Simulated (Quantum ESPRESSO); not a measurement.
Troubleshooting Quantum ESPRESSO: a failed run on W₃O₈ (C2/m, 11 atoms in the cell). The aim is a self-consistent single point with DFT, PBEsol, plane waves, GBRV 1.5 ultrasoft (PBESOL) pseudopotentials.

Cell that was meant: a = 6.4224 Å, b = 6.4224 Å, c = 5.0549 Å, α = 108.80°, β = 108.80°, γ = 55.85°.

Part of the input:

```fortran
&system
  ibrav = 0
  nat = 11
  ntyp = 1
  ecutwfc = 40
  ecutrho = 320
  occupations = 'fixed'
```

The program printed (abridged):

```
     This program is part of the open-source Quantum ESPRESSO suite
     for quantum simulation of materials; please cite

Warning: card O     15.9990  O_PBESOL_V1.2.USPP.F.UPF ignored

 %%%%%%%%%%%%%%%%%%%%%%%%%%%%%%%%%%%%%%%%%%%%%%%%%%%%%%%%%%%%%%%%%%%%%%%%%%%%%%
     Error in routine read_cards (4):
     species O in ATOMIC_POSITIONS is nonexistent
 %%%%%%%%%%%%%%%%%%%%%%%%%%%%%%%%%%%%%%%%%%%%%%%%%%%%%%%%%%%%%%%%%%%%%%%%%%%%%%

     stopping ...
```

Q: Read the log: what does the program object to, and what is the fix?

A: The fault is a species count that does not match the list of species. The number of species decides how many lines of the species card are read. To fix it, make the count match the list. The program stopped before any SCF iteration.

The sound input it was made from differs as follows (other fixes are possible):
```diff
-  ntyp = 1
+  ntyp = 2
```

With that input, the run converged in 16 iterations: free energy E − TS -10003.9594 eV; top of the valence band (on the code's own zero) 7.05 eV; gap on the k-point mesh 0.72 eV; pressure -3.41 GPa; largest force (vector length) 0.415 eV/Å (DFT, PBEsol, plane waves, GBRV 1.5 ultrasoft (PBESOL) pseudopotentials).

On the sound input: the starting cell comes from a database of computed structures (which also holds hypothetical and non-ambient phases and stackings), without a prior relaxation at this level. Its lattice was rescaled by a random factor within 2.5 % of one. Spin-orbit coupling is off. With a pressure of about -3 GPa the cell is away from its equilibrium volume at this level.
